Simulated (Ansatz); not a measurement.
Input and output of a self-consistent single point for K₅As₂Au (P6_3/mmc, 16 atoms in the cell) (Ansatz, a first-principles code)

Method of the run: PBEsol, default PAW files made with PBE (plane waves; Ansatz).

Input:

Ansatz 0.2 input:
```yaml
crystal:
  lattice:
    - [5.786727, 0.000000, 0.000000]
    - [-2.893364, 5.011453, 0.000000]
    - [0.000000, 0.000000, 19.406228]
  atoms:
    - { symbol: K, position: [0.333333, 0.666667, 0.549900] }
    - { symbol: K, position: [0.666667, 0.333333, 0.049900] }
    - { symbol: K, position: [0.333333, 0.666667, 0.950100] }
    - { symbol: K, position: [0.666667, 0.333333, 0.450100] }
    - { symbol: K, position: [0.000000, 0.000000, 0.147500] }
    - { symbol: K, position: [0.000000, 0.000000, 0.647500] }
    - { symbol: K, position: [0.000000, 0.000000, 0.352500] }
    - { symbol: K, position: [0.000000, 0.000000, 0.852500] }
    - { symbol: K, position: [0.333333, 0.666667, 0.750000] }
    - { symbol: K, position: [0.666667, 0.333333, 0.250000] }
    - { symbol: Au, position: [0.333333, 0.666667, 0.250000] }
    - { symbol: Au, position: [0.666667, 0.333333, 0.750000] }
    - { symbol: As, position: [0.333333, 0.666667, 0.378000] }
    - { symbol: As, position: [0.666667, 0.333333, 0.878000] }
    - { symbol: As, position: [0.333333, 0.666667, 0.122000] }
    - { symbol: As, position: [0.666667, 0.333333, 0.622000] }
basis:
  ecutwfc: 420.0
kpoints:
  mp_grid:
    grid: [6, 6, 2]
hamiltonian:
  xc: pbesol
  pseudopotentials:
    kind: paw
scf:
  occupations:
    method: gaussian
    width: 0.136
output:
  forces: true
  eigenvalues: true
  stress: true
```

Output (repeated stretches shortened):

```
WARN the atoms were moved onto the symmetric positions of the space group found under crystal.symmetry.tolerance 1.0e-5 (fractional …
WARN ansatz: RAYON_NUM_THREADS=1 ignored (pool sized by the plan → 1); use --threads N
Pseudopotentials: kind: paw
Pseudopotential: K, paw, valence charge 9
Pseudopotential: Au, paw, valence charge 19
Pseudopotential: As, paw, valence charge 15
Crystal: 16 atoms, lattice volume = 562.779 Å³
Basis set: ecut = 420 eV, 11069 PW (Γ), exchange–correlation on 80×80×270 points (8 copies of the dense FFT grid, shifted against one another)
Bands: 113, of which v1, the nominal top of the filled ones, is band 94 counted from 1 (93 counted from 0)
Symmetry: 24 space group operations
Space group: P63/mmc (ITA 194), of the structure as read, at distance tolerance 8.3e-5 Å
k-points: 14 of 72
PAW frozen core: K, regenerated for the run's functional, and the local potential with it
PAW frozen core: Au, regenerated for the run's functional, and the local potential with it
PAW frozen core: As, regenerated for the run's functional, and the local potential with it
Initial density: superposition of atomic densities (neutral atoms: chi_scale 0, normalization atom), corrected by the library's trained network
Initial wavefunctions: pseudopotential atomic-orbital guess
Eigensolver: davidson
Functional: x = pbesol(κ = 0.804, μ = 0.12345679012345678), c = pbesol(β = 0.046)
SCF iter   1: F=—  HF=-60433.274244 eV  |F-HF|=—  |Δ(HF+E_count)|=         —  Δρ=2.36e-3  dr2=8.93e-2  ethr=1.77e-3  ⟨swp⟩=8.6  Hψ=6150  notcnv=0
all-band conjugate gradients solve this SCF's bands
preconditioner: auto → LDOS
SCF iter   2: F=—  HF=-60433.332674 eV  |F-HF|=—  |Δ(HF+E_count)|=   5.84e-2  Δρ=2.76e-3  dr2=3.54e-1  ethr=4.75e-5  ⟨swp⟩=2.4  Hψ=3115  notcnv=0  defer=159
preconditioner: auto → Resta (q_TF=auto, 2.273 Å⁻¹)
SCF iter   3: F=—  HF=-60433.264974 eV  |F-HF|=—  |Δ(HF+E_count)|=   6.77e-2  Δρ=6.60e-4  dr2=2.87e-3  ethr=4.75e-5  ⟨swp⟩=2.0  Hψ=2046  notcnv=0  defer=159
SCF iter   4: F=—  HF=-60433.265412 eV  |F-HF|=—  |Δ(HF+E_count)|=   4.38e-4  Δρ=2.20e-4  dr2=3.79e-4  ethr=1.53e-6  ⟨swp⟩=2.0  Hψ=2613  notcnv=0  defer=2
SCF iter   5: F=—  HF=-60433.265438 eV  |F-HF|=—  |Δ(HF+E_count)|=   2.54e-5  Δρ=8.54e-5  dr2=9.03e-5  ethr=2.02e-7  ⟨swp⟩=2.0  Hψ=2717  notcnv=0  defer=2
SCF iter   6: F=—  HF=-60433.265690 eV  |F-HF|=—  |Δ(HF+E_count)|=   2.52e-4  Δρ=2.45e-5  dr2=9.55e-6  ethr=4.80e-8  ⟨swp⟩=2.0  Hψ=1709  notcnv=0  defer=2
SCF iter   7: F=—  HF=-60433.265693 eV  |F-HF|=—  |Δ(HF+E_count)|=   3.76e-6  Δρ=8.02e-6  dr2=8.93e-7  ethr=5.08e-9  ⟨swp⟩=2.0  Hψ=1709  notcnv=0  defer=2
SCF iter   8: F=-60433.265694 eV  HF=-60433.265694 eV  |F-HF|=1.50e-8  |Δ(HF+E_count)|=   5.66e-7  Δρ=2.84e-6  dr2=7.10e-8  ethr=5.32e-11  ⟨swp⟩=11.1  Hψ=8511  notcnv=0
SCF 1 converged in 8 iterations: F = -60433.265694 eV  dr2 = 7.10e-8
SCF converged after 8 iterations
Free energy (F): -60433.265694 eV
Harris-Foulkes:  -60433.265694 eV  (|F-HF|=1.50e-8)
Internal energy: -60433.262817 eV  (E = F + TS)
E sigma→0 (E₀):  -60433.264256 eV
Entropy (-TS):   -0.002877 eV (-0.180 meV/atom)
Fermi energy:    5.387820 eV
--- Per-component energies (eV) ---
  E_band       = -3149.615122
  E_kinetic    = 4156.156281
  E_local      = -23596.623880  (includes V_loc(G=0)·N_el)
  E_nonlocal   = -2383.772799
  E_hartree    = 10636.628669
  E_xc         = -2099.094451
  E_vxc        = -2498.264721  (∫ρ·V_xc dr)
  E_paw        = -33922.555452  (= ΣΔE_a)
  E_vpaw       = -100.375302  (= ΣTr[D̂ρ^β])
  E_aug_tail   = 0.002728  (compensation charges beyond the density's cutoff)
  E_ewald      = -13229.567439
  E_core_change = 5.563524  (= ΣΔE_core)
  E_smearing   = -0.002877  (= −TS)
  E_closure    = -0.000000  (closes the sum)
  Σ components = -60433.265694   (vs F -60433.265694, Δ=0.00e0)
--- Forces (eV/Å), atoms counted from 1 ---
  atom   1  K     -0.00000000     0.00000000    -0.03454713
  atom   2  K      0.00000000    -0.00000000    -0.03454713
  atom   3  K     -0.00000000     0.00000000     0.03454713
  atom   4  K      0.00000000    -0.00000000     0.03454713
  atom   5  K     -0.00000000     0.00000000    -0.02488583
  atom   6  K      0.00000000    -0.00000000    -0.02488583
  atom   7  K     -0.00000000     0.00000000     0.02488583
  atom   8  K      0.00000000    -0.00000000     0.02488583
  atom   9  K     -0.00000000     0.00000000     0.00000000
  atom  10  K     -0.00000000    -0.00000000     0.00000000
  atom  11  Au     0.00000000    -0.00000000     0.00000000
  atom  12  Au    -0.00000000     0.00000000     0.00000000
  atom  13  As     0.00000000    -0.00000000    -0.03671158
  atom  14  As    -0.00000000     0.00000000    -0.03671158
  atom  15  As     0.00000000    -0.00000000     0.03671158
  atom  16  As    -0.00000000     0.00000000     0.03671158
  max |Σ_I F_I| component: 1.39e-17 eV/Å
--- Stress (GPa, compression-positive) ---
       -0.811565       0.000000       0.000000
        0.000000      -0.811565       0.000000
        0.000000       0.000000      -0.814972
  P = ⅓ Tr σ = -0.8127 GPa (-8.127 kbar)
  The stress holds the Pulay correction. Without it, at fixed plane waves, as pw.x and ABINIT print it: P = -0.8196 GPa
--- Band table (eV; the first three rows and the last of 14) ---
  k-point 0: bands = ["-99.9458", "-99.9458", "-51.4654", "-51.4654", "-51.2652", "-51.2652", "-51.2652", "-51.2652", "-28.9730", "-28.9729", "-28.9702", "-28.9702", "-28.9504", "-28.9504", "-28.9504", "-28.9504", "-28.9502", "-28.9502", "-28.9502", [...]
  k-point 1: bands = ["-99.9458", "-99.9458", "-51.4654", "-51.4654", "-51.2652", "-51.2652", "-51.2652", "-51.2652", "-28.9730", "-28.9730", "-28.9702", "-28.9702", "-28.9504", "-28.9504", "-28.9504", "-28.9504", "-28.9502", "-28.9502", "-28.9502", [...]
  k-point 2: bands = ["-99.9458", "-99.9458", "-51.4654", "-51.4654", "-51.2652", "-51.2652", "-51.2652", "-51.2652", "-28.9730", "-28.9729", "-28.9702", "-28.9702", "-28.9504", "-28.9504", "-28.9504", "-28.9504", "-28.9502", "-28.9502", "-28.9502", [...]
  k-point 13: bands = ["-99.9458", "-99.9458", "-51.4654", "-51.4654", "-51.2652", "-51.2652", "-51.2652", "-51.2652", "-28.9729", "-28.9729", "-28.9702", "-28.9702", "-28.9504", "-28.9504", "-28.9504", "-28.9504", "-28.9502", "-28.9502", [...]
```

The run converged in 8 iterations.

The starting cell comes from a database of published, mostly measured structures (it also holds non-ambient and calculated ones), without a prior relaxation at this level. Its lattice was rescaled by a random factor within 2.5 % of one. Spin-orbit coupling is off. Ansatz's pressure includes its estimate of the finite-basis (Pulay) stress. A gap is left out here, as mesh or smearing make it unsure.
